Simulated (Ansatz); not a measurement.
Base system: Ru in the hcp (Mg type) structure (space group P6_3/mmc, No. 194; a = 2.6756 Å, c = 4.2237 Å; relaxed with 0.1 eV smearing). Axes: x lies along a and z along c of the hexagonal cell.

The values are results of DFT with LDA, PAW potentials and a 420 eV plane-wave cutoff in Ansatz (a first-principles code), no spin-orbit coupling, not measurements.

Modification: the cell is compressed by 2.00 % along z with no lateral relaxation, atoms relaxed at fixed cell.

Problem. Predict the stress tensor and what it implies for the stiffness.

Solution. Stress of the strained cell less that of the base (GPa, compression positive):
```
    4.5     0.0     0.0
    0.0     4.5     0.0
    0.0     0.0    15.9
```

Then −Δσ_ii/ε with ε = -0.0200 gives secant stiffness values (nonlinear terms included at this strain): C33 ≈ 797 GPa, C13 ≈ 223 GPa and C23 ≈ 223 GPa.

As a check, the harmonic strain energy −½ V₀ Δσ:ε is 13 meV/atom; the computed energy rise is 13 meV/atom.

Stability against distortions was not tested. The final runs are not spin-polarised.
